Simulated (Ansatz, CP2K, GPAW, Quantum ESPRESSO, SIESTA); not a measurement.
# InCuSeS (P1, 8 atoms in the cell) computed with different codes at matched settings

Self-consistent single point, at a second geometry (atoms moved at random). First geometry:

```
InCuSeS
1.0
   -2.91966     2.93274     5.87487
    2.91966    -2.93274     5.87487
    2.91966     2.93274    -5.87487
In Cu Se S
2 2 2 2
Direct
  0.38021   0.13021   0.25000
  0.11979   0.36979   0.75000
  0.88553   0.63553   0.25000
  0.61447   0.86447   0.75000
  0.53383   0.25000   0.78383
  0.96617   0.75000   0.71617
  0.25000   0.52910   0.27910
  0.75000   0.97090   0.22090
```

Second geometry:
```xyz
8
Lattice="-2.9197 2.9327 5.8749 2.9197 -2.9327 5.8749 2.9197 2.9327 -5.8749" Properties=species:S:1:pos:R:3 pbc="T T T"
In     0.0508     1.4450     1.4947
In     2.9028     1.5097    -1.5241
Cu    -0.0291     1.5028     7.4628
Cu     2.9553     1.4150     4.2786
Se     1.5210     3.0778    -0.0003
Se     1.4143     2.7490     5.9083
S      1.5906     0.0607     2.9336
S      1.2731    -0.0290     8.8209
```

Shared settings, as Ansatz (an electronic-structure program) writes them: kpoints.mp_grid.grid = 3 3 3; scf.occupations.method = gaussian; scf.occupations.width = 0.01 Ry. Potentials and cutoffs stand in the table.

```json
[
 {"code": "SIESTA", "model": "LDA PW92, numerical atomic orbitals DZP, PseudoDojo LDA standard norm-conserving potentials (rewritten from UPF to PSML)", "ΔF from the first geometry (meV/atom)": "13.9", "pressure (GPa)": "-6.62", "largest force (eV/Å)": "0.800", "cutoff": "grid 300 Ry"},
 {"code": "CP2K", "model": "LDA (Pade form), GPW, DZVP-MOLOPT-SR-GTH basis, GTH-PADE potentials (GTH_POTENTIALS)", "ΔF from the first geometry (meV/atom)": "11.2", "pressure (GPa)": "-7.03", "largest force (eV/Å)": "0.693", "cutoff": "grid 600 Ry"},
 {"code": "GPAW", "model": "LDA (Perdew-Wang 92), GPAW PAW datasets LDA (gpaw-data 1.0.1)", "ΔF from the first geometry (meV/atom)": "10.1", "pressure (GPa)": "-7.68", "largest force (eV/Å)": "0.632", "cutoff": "850 eV"},
 {"code": "Quantum ESPRESSO", "model": "LDA (PW92), PseudoDojo standard norm-conserving (LDA) pseudopotentials", "ΔF from the first geometry (meV/atom)": "10.8", "pressure (GPa)": "-7.68", "largest force (eV/Å)": "0.678", "cutoff": "95 Ry"},
 {"code": "Ansatz", "model": "LDA (PW92), PAW files made with PBE", "ΔF from the first geometry (meV/atom)": "10.7", "pressure (GPa)": "-7.65", "largest force (eV/Å)": "0.672", "cutoff": "30.9 Ry"}
]
```

Size of the force on each atom (eV/Å): Sizes of forces hide their directions.

```
code                In1    In2    Cu3    Cu4    Se5    Se6     S7     S8
----------------  -----  -----  -----  -----  -----  -----  -----  -----
SIESTA            0.610  0.800  0.315  0.174  0.796  0.354  0.538  0.333
CP2K              0.555  0.626  0.216  0.141  0.693  0.306  0.531  0.318
GPAW              0.527  0.583  0.197  0.134  0.632  0.289  0.493  0.341
Quantum ESPRESSO  0.531  0.590  0.196  0.138  0.678  0.269  0.535  0.277
Ansatz            0.533  0.590  0.199  0.138  0.672  0.270  0.528  0.288
```

No clean gap comes from SIESTA, CP2K, GPAW, Quantum ESPRESSO and Ansatz: levels at the Fermi energy touch, overlap or are partly filled at this smearing.

On Ansatz's run: spin polarisation is off.

The spread over the programs that give each value: ΔF from the first geometry within 3.8 meV/atom; pressure within 1.06 GPa; largest force within 0.168 eV/Å.

SIESTA and CP2K use small atom-centred bases, whose incompleteness enters pressures, forces and empty levels differently from a plane-wave cutoff. Ansatz's pressure is given at a fixed set of plane waves, as the other plane-wave codes print theirs; with its correction for the finite basis it is -7.61 GPa. In the pressure, SIESTA (by 1.06) lies more than 1 GPa from the median of the plane-wave programs. In the force vectors, SIESTA (by 0.285) lies more than 0.08 eV/Å from the median of the plane-wave programs.

The shared mesh is coarse (it stands for a supercell whose shortest vector is 18 Å), so the values are not converged in it.

The starting cell comes from a database of computed structures (which also holds hypothetical and non-ambient phases and stackings), without a prior relaxation at this level. Its lattice was rescaled by a random factor within 2.5 % of one. For this run, on top of that: atoms moved at random.

Keys are those of Ansatz 0.2.
